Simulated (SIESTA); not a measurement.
**SIESTA run on CaAg2Ge2 (I4mm, 5 atoms in the cell): self-consistent single point**

Level of theory: LDA PW92, numerical atomic orbitals TZP, PseudoDojo LDA standard norm-conserving potentials (rewritten from UPF to PSML) (SIESTA).

This input was run:

```
# files in the folder: Ca.psml Ag.psml Ge.psml (PseudoDojo LDA standard)
SystemName  Ca(AgGe)2
SystemLabel ca(agge)2

NumberOfAtoms                5
NumberOfSpecies              3
%block ChemicalSpeciesLabel
  1 20 Ca
  2 47 Ag
  3 32 Ge
%endblock ChemicalSpeciesLabel
LatticeConstant              1.0 Ang
%block LatticeVectors
    -2.149588000    2.149588000    5.429143000
     2.149588000   -2.149588000    5.429143000
     2.149588000    2.149588000   -5.429143000
%endblock LatticeVectors
AtomicCoordinatesFormat      ScaledCartesian
%block AtomicCoordinatesAndAtomicSpecies
    -0.000000000    0.000000000    0.050002407  1
     2.149588000    0.000000000    2.714571500  2
    -0.000000000    2.149588000    2.714571500  2
     0.000000000   -0.000000000    4.238097609  3
     0.000000000   -0.000000000    6.620188391  3
%endblock AtomicCoordinatesAndAtomicSpecies

XC.functional                LDA
XC.authors                   PW92
PAO.BasisSize                TZP
PAO.EnergyShift              0.01 Ry
MeshCutoff                   350 Ry
%block kgrid.MonkhorstPack
    5   0   0  0.0
    0   5   0  0.0
    0   0   5  0.0
%endblock kgrid.MonkhorstPack
OccupationFunction           MP
OccupationMPOrder            0
ElectronicTemperature        0.1 eV

MaxSCFIterations             150
SCF.Mixer.Method             Pulay
SCF.Mixer.Weight             0.2
SCF.Mixer.History            8
SCF.DM.Tolerance             1.0E-05
Diag.ParallelOverK           true
WriteForces                  true
Charge.Mulliken              end
```

Output, abridged:

```
reinit: Reading from file input.fdf

reinit: System Name: Ca(AgGe)2
reinit: System Label: ca(agge)2

coor:   Atomic-coordinates input format  =     Cartesian coordinates
coor:                                          (in units of alat)

siesta: Atomic coordinates (Bohr) and species
siesta:     -0.00000   0.00000   0.09449  1        1
siesta:      4.06213   0.00000   5.12980  2        2
siesta:     -0.00000   4.06213   5.12980  2        3
siesta:      0.00000  -0.00000   8.00884  3        4
siesta:      0.00000  -0.00000  12.51034  3        5

siesta: System type = bulk

initatomlists: Number of atoms, orbitals, and projectors:      5   104    90

siesta: ******************** Simulation parameters ****************************
redata: Spin configuration                          = none
redata: Time-Reversal Symmetry                      = T
redata: Number of Atomic Species                    =        3
redata: Mesh Cutoff                                 =   350.0000 Ry
redata: Net charge of the system                    =     0.0000 |e|
redata: Min. number of SCF Iter                     =        0
redata: Max. number of SCF Iter                     =      150
redata: SCF convergence failure will abort job
redata: SCF mix quantity                            = Hamiltonian
redata: Mix DM or H after convergence               =   F
redata: Recompute H after scf cycle                 =   F
redata: Mix DM in first SCF step                    =   T
redata: No kicks to SCF
redata: DM Mixing Weight for Kicks                  =     0.5000
redata: Require Harris convergence for SCF          =   F
redata: Harris energy tolerance for SCF             =     0.000100 eV
redata: Require DM convergence for SCF              =   T
redata: DM tolerance for SCF                        =     0.000010
redata: Require EDM convergence for SCF             =   F
redata: EDM tolerance for SCF                       =     0.001000 eV
   [... lines left out ...]
diag: Used triangular part                          = Lower
diag: Absolute tolerance                            =  0.100E-15
diag: Orthogonalization factor                      =  0.100E-05
diag: Memory factor                                 =  1.0000

superc: Internal auxiliary supercell:     5 x     5 x     5  =     125
superc: Number of atoms, orbitals, and projectors:    625  13000  11250

                        Single-point calculation

superc: Internal auxiliary supercell:     5 x     5 x     5  =     125
superc: Number of atoms, orbitals, and projectors:    625  13000  11250

outcell: Unit cell vectors (Ang):
       -2.149588    2.149588    5.429143
        2.149588   -2.149588    5.429143
        2.149588    2.149588   -5.429143

outcell: Cell vector modules (Ang)   :    6.222303    6.222303    6.222303
outcell: Cell angles (23,13,12) (deg):    139.5796    139.5796     58.4921
outcell: Cell volume (Ang**3)        :    100.3464
new_DM -- step:     1
Initializing Density Matrix...

Attempting to read DM from file... Failed...
DM filled with atomic data:

InitMesh: MESH = 60 x 60 x 50 = 180000
InitMesh: Mesh cutoff (required, used) =   350.000   367.459 Ry

stepf: Methfessel-Paxton step function
       Using Hermite-Gauss polynomials of order  0
        iscf     Eharris(eV)        E_KS(eV)     FreeEng(eV)     dDmax    Ef(eV) dHmax(eV)
   scf:    1   -14204.905610   -14300.130678   -14300.145328  2.597877 -1.704258 29.001930
   scf:    2   -14350.133380   -14338.526742   -14338.544107  1.195490 -3.411766  2.984897
   scf:    3   -14339.392531   -14339.000633   -14339.016968  0.106892 -3.477461  2.137718
   scf:    4   -14339.300159   -14339.203861   -14339.219981  0.114706 -3.537300  0.696557
   scf:    5   -14339.212257   -14339.211039   -14339.227352  0.036973 -3.522483  0.198559
   scf:    6   -14339.213346   -14339.212328   -14339.228632  0.003020 -3.526398  0.101477
   [... 2 lines left out ...]
   scf:    9   -14339.212847   -14339.212851   -14339.229169  0.000152 -3.531302  0.003344
   scf:   10   -14339.212855   -14339.212853   -14339.229169  0.000061 -3.531291  0.001450
   scf:   11   -14339.212854   -14339.212854   -14339.229170  0.000046 -3.531263  0.000316
   scf:   12   -14339.212854   -14339.212854   -14339.229170  0.000019 -3.531295  0.000014
   scf:   13   -14339.212854   -14339.212854   -14339.229170  0.000001 -3.531296  0.000012
SCF Convergence by DM+H criterion
max |DM_out - DM_in|         :     0.0000006784
max |H_out - H_in|      (eV) :     0.0000124878
SCF cycle converged after 13 iterations

Using DM_out to compute the final energy and forces

siesta: E_KS(eV) =           -14339.2129

siesta: E_KS - E_eggbox =    -14339.2129

siesta: Atomic forces (eV/Ang):
     1    0.000029    0.000029   -0.171564
     2   -0.000026    0.000056    0.063963
     3    0.000056   -0.000026    0.063963
     4    0.000145    0.000145   -0.747817
     5   -0.000000   -0.000000    0.791397
   Tot    0.000203    0.000203   -0.000058
   Max    0.791397
   Res    0.285559    sqrt( Sum f_i^2 / 3N )
   Max    0.791397    constrained

Stress tensor Voigt[x,y,z,yz,xz,xy] (kbar):       21.55       21.55        0.71        0.01        0.01       -0.19
(Free)E + p*V (eV/cell)   -14340.1440
Target enthalpy (eV/cell)   -14339.2292

siesta: Program's energy decomposition (eV):
siesta: Ebs     =     -2172.806312
siesta: Eions   =     17583.939164
siesta: Ena     =      1439.135067
siesta: Ekin    =      6870.421684
siesta: Enl     =     -2554.267421
siesta: Eso     =         0.000000
siesta: Edftu   =         0.000000
siesta: DEna    =       104.748133
siesta: DUscf   =         3.866374
siesta: DUext   =         0.000000
siesta: Ex      =     -2415.302811
siesta: Ec      =      -203.874716
siesta: Exc     =     -2619.177528
siesta: Eharris =    -14339.212854
siesta: Etot    =    -14339.212854
siesta: FreeEng =    -14339.229170

siesta: Atomic forces (eV/Ang):
siesta:      1    0.000029    0.000029   -0.171564
siesta:      2   -0.000026    0.000056    0.063963
siesta:      3    0.000056   -0.000026    0.063963
siesta:      4    0.000145    0.000145   -0.747817
siesta:      5   -0.000000   -0.000000    0.791397
siesta: ----------------------------------------
siesta:    Tot    0.000203    0.000203   -0.000058

siesta: Stress tensor (static) (eV/Ang**3):
siesta:     0.013453   -0.000118    0.000005
siesta:    -0.000118    0.013453    0.000005
siesta:     0.000005    0.000005    0.000444

siesta: Cell volume =        100.346385 Ang**3

siesta: Pressure (static):
   [... lines left out ...]
siesta:         -14.60652268        -27.42473979  kBar
   [... lines left out ...]
              0.325   0.311   1.613   1.636   1.606   1.641   1.674   0.020

              0.023   0.040   0.020   0.016   0.257   0.208   0.239   0.206

              0.198
   3 18.648   1.894   0.311  -0.191   0.352   1.983   1.978   1.983   0.311
              0.325   0.303   1.613   1.641   1.606   1.636   1.674   0.020

              0.020   0.040   0.023   0.016   0.257   0.206   0.239   0.208

              0.198

Species: Ge
Atom  Qatom  Qorb
               4s      4s      4s      4py     4pz     4px     4py     4pz
               4px     4py     4pz     4px     3dxy    3dyz    3dz2    3dxz
               3dx2-y2 4dxy    4dyz    4dz2    4dxz    4dx2-y2
   4 14.602   1.006   0.005   0.381   0.831   0.390   0.831  -0.224   0.109
             -0.224   0.339   0.230   0.339   2.008   2.007   2.002   2.007

              2.001   0.101   0.131   0.108   0.131   0.094
   5 14.649   1.009   0.010   0.371   0.832   0.367   0.832  -0.278   0.091
             -0.278   0.404   0.273   0.404   2.009   2.007   2.002   2.007

              2.001   0.104   0.136   0.115   0.136   0.096

mulliken: Qtot =       76.000

Mulliken Atomic Populations:
Atom #   charge [q] valence [e]  Species
     1     0.546971    9.453029  Ca
     2     0.352117   18.647883  Ag
     3     0.352117   18.647883  Ag
     4    -0.602439   14.602439  Ge
     5    -0.648766   14.648766  Ge
 Total     0.000000
```

The run converged in 13 iterations.

The starting cell comes from a database of computed structures (which also holds hypothetical and non-ambient phases and stackings), without a prior relaxation at this level. Its lattice was rescaled by up to half a per cent. One atom was moved a little off its site on purpose. Values carry the incompleteness of an atom-centred basis.

Cost on one core of a shared machine: roughly 70 s.
